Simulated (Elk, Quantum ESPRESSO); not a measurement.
An Elk input for a self-consistent single point of ZnF₂ (P4_2/mnm, 6 atoms in the cell) (DFT, PBE, all-electron FP-LAPW, Elk's shipped species files, APW+lo basis with extra local orbitals):

```
tasks
  0

xctype
  20

tforce
  .true.

rgkmax
  8.0

gmaxvr
  18.0

lmaxapw
  10

lmaxo
  8

nxlo
  2

lorbcnd
  .true.

lradstp
  2

nrmtscf
  2.0

rmtscf
  0.81

lmaxi
  4

swidth
  0.000367493

maxscl
  100

scale
  8.881712786

avec
    1.0000000000    0.0000000000    0.0000000000
    0.0000000000    1.0000000000    0.0000000000
    0.0000000000    0.0000000000    0.6659574468

sppath
  'species/'

atoms
  2
  'Zn.in'
  2
  0.0000000000  0.0000000000  0.0000000000    0.0 0.0 0.0
  0.5000000000  0.5000000000  0.5000000000    0.0 0.0 0.0
  'F.in'
  4
  0.3030000000  0.3030000000  0.0000000000    0.0 0.0 0.0
  0.8030000000  0.1970000000  0.5000000000    0.0 0.0 0.0
  0.1970000000  0.8030000000  0.5000000000    0.0 0.0 0.0
  0.6970000000  0.6970000000  0.0000000000    0.0 0.0 0.0

ngridk
  5 5 7
```

Task: Translate this input to Quantum ESPRESSO.

Result: One input that does it (others would too):

```fortran
&control
   calculation = 'scf'
   prefix = 'pwscf'
   outdir = './out'
   pseudo_dir = './'
   tprnfor = .true.
   tstress = .true.
/
&system
   ibrav = 0
   nat = 6
   ntyp = 2
   ecutwfc = 85
   occupations = 'smearing'
   smearing = 'fd'
   degauss = 0.000734986
/
&electrons
   conv_thr = 1e-10
   mixing_beta = 0.3
/
ATOMIC_SPECIES
Zn    65.3800  Zn.upf
F     18.9984  F.upf
ATOMIC_POSITIONS crystal
Zn    0.00000000    0.00000000    0.00000000
Zn    0.50000000    0.50000000    0.50000000
F     0.30300000    0.30300000    0.00000000
F     0.80300000    0.19700000    0.50000000
F     0.19700000    0.80300000    0.50000000
F     0.69700000    0.69700000    0.00000000
K_POINTS automatic
5 5 7  0 0 0
CELL_PARAMETERS angstrom
   4.70000000     0.00000000     0.00000000
   0.00000000     4.70000000     0.00000000
   0.00000000     0.00000000     3.13000000
```

Basis, cutoffs, solver keys and any potentials are the target program's own. This input uses DFT, PBE, plane waves, PseudoDojo standard norm-conserving (PBE) pseudopotentials. Both were run: largest force 0.001 eV/Å in Elk and 0.009 in Quantum ESPRESSO; gap on the mesh 3.589 eV in Elk and 3.719 in Quantum ESPRESSO.

On Elk: the starting cell has typed, rounded lattice constants, without a prior relaxation at this level. Values depend on the basis (sphere radii, cutoffs, local orbitals), which need not be converged.

On Quantum ESPRESSO: the starting cell has typed, rounded lattice constants, without a prior relaxation at this level. With a pressure of about 6 GPa the cell is away from its equilibrium volume at this level.
